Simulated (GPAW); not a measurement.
GPAW run on PbO (Pbcm, 8 atoms in the cell): self-consistent single point.

Method: PBEsol, LCAO dzp, GPAW PAW datasets PBEsol (made by gpaw-setup) (GPAW).

```xyz
8
Lattice="6.1014 0.0000 0.0000 0.0000 5.6212 0.0000 0.0000 0.0000 4.7283" Properties=species:S:1:pos:R:3 pbc="T T T"
Pb     1.3603     0.0862     3.5462
Pb     4.7411     5.5349     1.1821
Pb     1.3603     2.7243     1.1821
Pb     4.7411     2.8968     3.5462
O      5.3174     5.0871     3.5462
O      0.7840     0.5341     1.1821
O      5.3174     3.3446     1.1821
O      0.7840     2.2765     3.5462
```

Reference input (self-consistent single point, DFT PBEsol, plane waves, GPAW PAW datasets PBEsol (made by gpaw-setup)): mode = pw; ecut = 950 eV; xc = PBEsol; kpts = 3 3 3; mesh shift (steps) = 0 0 0; occupations.name = fermi-dirac; occupations.width = 0 eV; nbands = -6; convergence.density = 1e-05 e/electron; convergence.energy = 1e-05 eV/electron; convergence.bands = -4; symmetry.symmorphic = false. This run's input differs from it in these lines:

```diff
@@ -1,3 +1,2 @@
 from ase import Atoms
-from ase.units import GPa
 from gpaw import GPAW
@@ -18,3 +17,5 @@
 
-calc = GPAW(mode={'name': 'pw', 'ecut': 950},
+calc = GPAW(mode='lcao',
+            h=0.18,
+            basis='dzp',
             xc='PBEsol',
@@ -22,4 +23,3 @@
             occupations={'name': 'fermi-dirac', 'width': 0.0},
-            nbands=-6,
-            convergence={'density': 1e-05, 'energy': 1e-05, 'bands': -4},
+            convergence={'density': 1e-05, 'energy': 1e-05},
             symmetry={'symmorphic': False, 'tolerance': 0.0005},
@@ -34,4 +34,2 @@
 print(forces.round(5))
-stress = atoms.get_stress()
-print('Stress (GPa, Voigt):', (stress / GPa).round(4))
```

Log, with long lists cut:

```
     iter     time        total  log10-change:
                         energy   eigst   dens
iter:   1 --:--:--   -47.562354        c
iter:   2 --:--:--   -46.258570        c -1.13
iter:   3 --:--:--   -43.770855        c -1.18
iter:   4 --:--:--   -45.094223        c -1.42
iter:   5 --:--:--   -43.890695        c -1.34
iter:   6 --:--:--   -43.509540        c -1.61
iter:   7 --:--:--   -43.481465        c -2.21
iter:   8 --:--:--   -43.480663        c -3.00
iter:   9 --:--:--   -43.480560        c -3.40
iter:  10 --:--:--   -43.480547c       c -3.62
iter:  11 --:--:--   -43.480547c       c -4.32
iter:  12 --:--:--   -43.480547c       c -4.38
iter:  13 --:--:--   -43.480547c       c -4.42
iter:  14 --:--:--   -43.480547c       c -4.45
iter:  15 --:--:--   -43.480546c       c -4.45
iter:  16 --:--:--   -43.480546c       c -4.96
iter:  17 --:--:--   -43.480546c       c -5.00c
Converged after 17 iterations.

Dipole moment: (1.718339, -2.486243, 0.801454) |e|*Ang

Energy contributions relative to reference atoms: (reference = -2276627.844788)

Kinetic:        +56.606168
Potential:      -54.779132
External:        +0.000000
XC:             -46.206074
Entropy (-ST):   +0.000000
Local:           +0.898492
SIC:             +0.000000
--------------------------
Free energy:    -43.480546
Extrapolated:   -43.480546

Showing only first 2 kpts
 Kpt  Band  Eigenvalues  Occupancy
  0    38      4.54829    2.00000
  0    39      4.80721    2.00000
  0    40      7.97792    0.00000
  0    41      8.33680    0.00000

  1    38      4.29868    2.00000
  1    39      4.73951    2.00000
  1    40      8.30169    0.00000
  1    41      9.06789    0.00000

Fermi level: 6.01412

Gap: 2.414 eV
Transition (v -> c):
   [... lines left out ...]
Direct gap: 2.503 eV
Transition at: (s=0, k=4, n=39, [0.33, 0.00, 0.00])
Energy (eV): -43.480546

Forces in eV/Ang:
  0 Pb    0.27331   -0.13492   -0.00000
  1 Pb   -0.27331    0.13492    0.00000
  2 Pb    0.27331    0.13492    0.00000
  3 Pb   -0.27331   -0.13492    0.00000
  4 O    -0.13172    0.10484    0.00000
  5 O     0.13172   -0.10484    0.00000
  6 O    -0.13172   -0.10484   -0.00000
  7 O     0.13172    0.10484   -0.00000
```

The run converged in 17 iterations. Against the reference run the free energy rises by 503 meV/atom, the largest force goes from 0.157 to 0.305 eV/Å and the gap on the mesh goes from 2.447 to 2.414 eV.

The starting cell comes from a database of computed structures (which also holds hypothetical and non-ambient phases and stackings), without a prior relaxation at this level. Spin-orbit coupling is off. Values carry the incompleteness of an atom-centred basis.

Cost on one core of a shared machine: roughly 5 min.
